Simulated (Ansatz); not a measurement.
The starting structures come from a database of crystals and need not be the phases stable at ambient conditions.

By LDA and PBEsol, the system below comes out a metal.

Here is the system:

```xyz
2
Lattice="2.8125 0.0000 0.0000 -1.4062 2.4357 0.0000 0.0000 0.0000 4.8669" Properties=species:S:1:pos:R:3 pbc="T T T"
Al     1.4062     0.8119     3.6501
Al     0.0000     1.6238     1.2167
```

Space group of this cell: P6_3/mmc, hcp (Mg type). The cell is taken as given; by PBEsol its mean pressure is -1.3 GPa.

The current runs along the normal of the first two printed vectors, the (001) plane. All runs by Ansatz (a program for electronic structure), plane waves and PAW, without spin-orbit coupling; the base is PBEsol.

| run | mean pressure (GPa) | G/A, both spins (10¹⁵ S/m²) |
|---|---|---|
| base | -1.3 | 1.70 |
| all lengths scaled by 0.98 | 3.7 | 1.72 |
| all lengths scaled by 1.02 | -5.1 | (withheld) |
| lda in place of pbesol | -3.0 | 1.72 |
| lengths across the current scaled by 0.98, ions clamped | 2.2 | 1.71 |
| lengths across the current scaled by 1.02, ions clamped | -4.1 | 1.66 |
| lengths along the current scaled by 0.97, ions clamped | 0.8 | (withheld) |
| lengths along the current scaled by 1.03, ions clamped | -3.0 | 1.63 |

### Question
Fill in the missing entries.

### Answer

- all lengths scaled by 1.02, G/A, both spins (10¹⁵ S/m²): 1.64
- lengths along the current scaled by 0.97, ions clamped, G/A, both spins (10¹⁵ S/m²): 1.69
